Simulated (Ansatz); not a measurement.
Cell and atoms of amorphous Si$_{14}$B$_{14}$C$_{14}$N$_{28}$:

```xyz
70
Lattice="9.4851 0.0000 0.0000 0.0000 9.4851 0.0000 0.0000 0.0000 9.4851" Properties=species:S:1:pos:R:3 pbc="T T T"
Si     4.7442     4.0716     0.6117
Si     8.9629     1.7005     5.9132
Si     2.7690     7.0822     6.3382
Si     9.1827     8.5137     3.4324
Si     4.6502     8.2434     1.1400
Si     5.5460     2.1702     5.3668
Si     1.2591     5.7555     3.9634
Si     6.0830     1.5008     0.4546
Si     1.8869     3.7987     2.0279
Si     1.7069     1.9152     7.7442
Si     8.6865     6.6331     5.6795
Si     6.6171     5.8382     4.5485
Si     5.7429     7.8467     6.7292
Si     8.8330     0.4270     8.8636
B      1.2639     2.4496     4.4976
B      6.7144     0.3910     4.7936
B      2.4302     8.7092     7.8421
B      3.2005     3.8129     8.3409
B      6.0281     5.9630     1.7994
B      2.4238     6.4329     1.2904
B      5.6421     0.7873     2.9837
B      0.5925     7.2937     8.1012
B      8.0759     7.1184     8.1059
B      4.0867     5.7467     5.1615
B      5.6210     6.2946     8.8533
B      5.8668     3.3330     2.6826
B      2.1292     0.5884     5.7064
B      3.6402     3.2361     3.2336
C      3.0350     1.6542     6.3004
C      2.8145     6.2041     9.2325
C      7.2524     1.5209     5.6004
C      2.2242     7.1065     8.1831
C      7.2787     8.4966     4.2672
C      3.7464     1.0245     8.9730
C      0.7842     2.4975     1.1507
C      7.0967     7.4566     5.3999
C      9.3078     4.4444     4.6281
C      5.0638     3.5284     4.0512
C      4.2408     2.0708     6.7793
C      4.2342     2.4202     8.3006
C      3.9493     5.2637     8.8632
C      6.4934     8.0119     3.1342
N      6.5007     6.6541     2.9721
N      5.2939     0.7525     4.3568
N      5.7636     8.8605     2.3947
N      0.1147     3.2166     5.0067
N      5.9834     1.9559     2.1748
N      0.9500     1.0839     4.9632
N      7.3697     0.7093     9.4137
N      1.8474     3.5167     8.2771
N      2.5635     0.5176     8.5791
N      9.0604     8.1675     8.7223
N      5.6239     6.8266     0.7088
N      3.5475     3.4896     1.7726
N      3.1546     7.5857     1.5677
N      0.3651     1.4924     0.7183
N      6.6751     6.6618     7.9843
N      1.6140     5.5168     2.2206
N      0.2849     7.1491     4.4039
N      9.1732     6.4535     7.2977
N      6.0086     4.5031     1.7406
N      0.0823     1.3369     7.5336
N      2.2133     8.7595     6.4005
N      4.6284     0.3933     0.2627
N      8.1320     5.0383     4.9518
N      5.4080     2.8432     9.0593
N      2.5917     5.8396     5.0563
N      4.4391     6.8389     6.0562
N      5.1286     4.9149     4.6184
N      2.2216     3.0581     3.6137
```

Level of theory: PBE, scalar-relativistic without spin-orbit coupling (plane waves to 420 eV, PAW; Ansatz, a first-principles code).

It comes from a melt-quench run on a machine-learned potential (CHGNet), relaxed afterwards by DFT. N atoms were pushed apart under 1.9 Å during the dynamics, to hinder bonds among them. The hot cell started wider than the set density and was brought back towards it in steps. It is the lowest in DFT energy of 2 quenches. It is a model cell: composition and starting density were chosen by hand, and all elements were melted together. No dispersion term was used. Its density started from a set value of 2.15 and ended at 2.15 g/cm³. Cooling (nominally 630 K/ps over its main leg) ran many orders faster than in experiment, which tends to leave more defects and strain. One small periodic cell is one sample of the glass; other quenches scatter about these values. The volume was held where the preparation left it, at a PBE pressure of -2.0 GPa (tension). Stress components on the final sampling reach 5.5 GPa. On a 2×2×2 Γ-centred mesh force components of up to 0.17 eV/Å stay, since the relaxation ran on the zone centre alone.

Bonds are counted up to Si-Si 2.60 Å, Si-B 2.28 Å, Si-C 2.19 Å, Si-N 2.16 Å, B-B 1.97 Å, B-C 1.87 Å, B-N 1.76 Å, C-C 1.78 Å, C-N 1.68 Å, N-N 1.70 Å. Two cations that share two anions don't count as bonded, nor two that share one unless they lie closer than Si-Si 2.38 Å, Si-B 2.09 Å, Si-C 2.00 Å, B-B 1.80 Å, B-C 1.71 Å, C-C 1.63 Å.

Problem. Give the coordination numbers, mean bond lengths and angles.

Solution. 
Mean coordination of Si: 3.79 (1 with 2, 1 with 3, 12 with 4)
Mean coordination of B: 2.93 (1 with 2, 13 with 3)
Mean coordination of C: 3.29 (1 with 2, 8 with 3, 5 with 4)
Mean coordination of N: 2.86 (4 with 2, 24 with 3)
Mean Si-N bond: 1.771 Å (spread 0.074 Å, 40 counted)
Mean B-N bond: 1.472 Å (spread 0.040 Å, 31 counted)
Mean C-C bond: 1.512 Å (spread 0.077 Å, 7 counted)
Mean Si-C bond: 1.919 Å (spread 0.087 Å, 13 counted)
Bond angle at Si: mean 108.2°, spread 13.2°
Bond angle at B: mean 119.6°, spread 12.2°
Bond angle at C: mean 113.5°, spread 16.2°
Bond angle at N: mean 116.9°, spread 18.4°

Problem. Which atoms depart from the most common coordination of their element?

Solution. Si4 has 2 (N59 1.78 Å, C33 2.08 Å); Si13 has 3 (N68 1.78 Å, C36 1.94 Å, N57 1.96 Å); B25 has 2 (N57 1.41 Å, N53 1.44 Å; C41 at 1.96 Å just beyond); C32 has 4 (C30 1.50 Å, B22 1.64 Å, B17 1.65 Å, Si3 1.92 Å); C33 has 4 (C42 1.46 Å, C36 1.55 Å, B16 1.58 Å, Si4 2.08 Å); C35 has 2 (N56 1.17 Å, Si9 1.92 Å); C36 has 4 (C33 1.55 Å, Si11 1.81 Å, Si12 1.89 Å, Si13 1.94 Å); C38 has 4 (N69 1.50 Å, B26 1.60 Å, B28 1.67 Å, Si6 1.95 Å); C40 has 4 (N66 1.46 Å, C39 1.56 Å, C34 1.62 Å, B18 1.73 Å); N49 has 2 (Si14 1.59 Å, Si8 1.60 Å); N50 has 2 (B18 1.39 Å, Si10 1.69 Å); N55 has 2 (B20 1.39 Å, Si5 1.69 Å); N56 has 2 (C35 1.17 Å, Si14 1.99 Å).
